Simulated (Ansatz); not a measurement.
Worked calculations on one periodic cell of amorphous In₁₆Zn₈O₃₂: In16Zn8O32, 56 atoms, volume 792.1 Å³, made by a melt-quench on the CHGNet potential and relaxed with DFT. O atoms were pushed apart under 1.9 Å during the dynamics, to hinder bonds among them. It is a model cell: composition and starting density were chosen by hand, and all elements were melted together. These are PBE, scalar-relativistic without spin-orbit coupling (plane waves to 420 eV, PAW; Ansatz, a first-principles code) values and carry that method's errors. Sampling: a 2×2×2 Γ-centred mesh; Fermi-Dirac width 0.02 eV; no spin polarisation. Its volume was relaxed, its shape was free, and it stands at a mean pressure of 0.2 GPa with stress components up to 0.3 GPa; the relaxation ran on the zone centre alone. Its density went from a set 6.17 to 6.02 g/cm³. The cell is small and was quenched far faster than a real film, so it is one sample of the glass.

Q: Count formal charges (In +3, Zn +2, O -2). What does the count lead one to expect at the Fermi level, and what does the calculation give?

A: 16 × (+3) + 8 × (+2) + 32 × (-2) = 0. The charges balance, so the anion-derived valence states can be full and a gap can open. On this mesh the highest filled and lowest empty level lie 0.38 eV apart, the PBE gap of this cell.

The cell was scaled and its atoms relaxed again at each volume (the zone centre alone): 720.8 Å³, 8.14 GPa; 768.4 Å³, 3.05 GPa; 792.1 Å³, 0.03 GPa.

Q: Estimate the bulk modulus over this range from B = −dP/d ln V.

A: Between the ends: −(0.03 − 8.14) / ln(792.1/720.8) = 86 GPa, a mean over the range at 0 K with the atoms relaxed.
